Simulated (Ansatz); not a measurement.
Given:

```yaml
crystal:
  lattice:
    - [4.02025, 0.00000, 0.00000]
    - [0.00000, 4.02025, 0.00000]
    - [2.01012, -2.01012, 2.78409]
  atoms:
    - { symbol: Na, position: [0.00000, 0.00000, 0.00000] }
    - { symbol: Cl, position: [0.50000, 0.50000, 0.00000] }
```

No spin polarisation.

The values are results of PBEsol, PAW, 420 eV (Ansatz, an electronic-structure program; no spin-orbit coupling), not measurements. k-mesh 10×10×10 (Γ-centred); smearing 0.05 eV (Fermi–Dirac).

What is the computed band gap?

4.92 eV.

What valence-band top at Γ (three highest levels, from the VBM) does the calculation give?

0.00, 0.00, -0.02 eV.

What is the computed gap character?

Direct at Γ.

The cells carry an imposed strain or load. No phonon test of stability was made. The cell was made from NaCl in the rock salt structure (space group Fm-3m, No. 225) by this change: biaxial strain +1.50 %, plane normal [001], relaxed out of plane.
